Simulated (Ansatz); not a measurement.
The structure below was relaxed with PBEsol (Ansatz, a program for electronic structure; PAW; 420 eV plane waves; no SOC), earlier PAW set, at pressure 0.7 GPa.

Space group P6₃/mmc (No. 194); a = 2.809 Å, b = 2.809 Å, c = 12.586 Å, α = 90.00°, β = 90.00°, γ = 120.00°

```tsv
atom	site	symmetry	x	y	z
Al	2d	-6m2	0.6667	0.3333	0.2500
Cr	4f	3m.	0.3333	0.6667	0.0845
C	2a	-3m.	0.0000	0.0000	0.0000
```

### Question
Write out a cell with all atoms.

### Answer
```xyz
8
Lattice="2.8086 0.0000 0.0000 -1.4043 2.4323 0.0000 0.0000 0.0000 12.5860" Properties=species:S:1:pos:R:3 pbc="T T T"
Al     0.0000     1.6215     9.4395
Al     1.4043     0.8108     3.1465
Cr     0.0000     1.6215     1.0639
Cr     1.4043     0.8108     7.3569
Cr     1.4043     0.8108    11.5221
Cr     0.0000     1.6215     5.2291
C      0.0000     0.0000     0.0000
C      0.0000     0.0000     6.2930
```
This is the conventional cell.

Load acts through the strain it causes; cell and atoms are relaxed under it. Stability against distortions was not tested. The final runs are not spin-polarised. The cell was made from AlCr2C (space group P6_3/mmc, No. 194; non-magnetic) by this change: pressure 0.7 GPa.
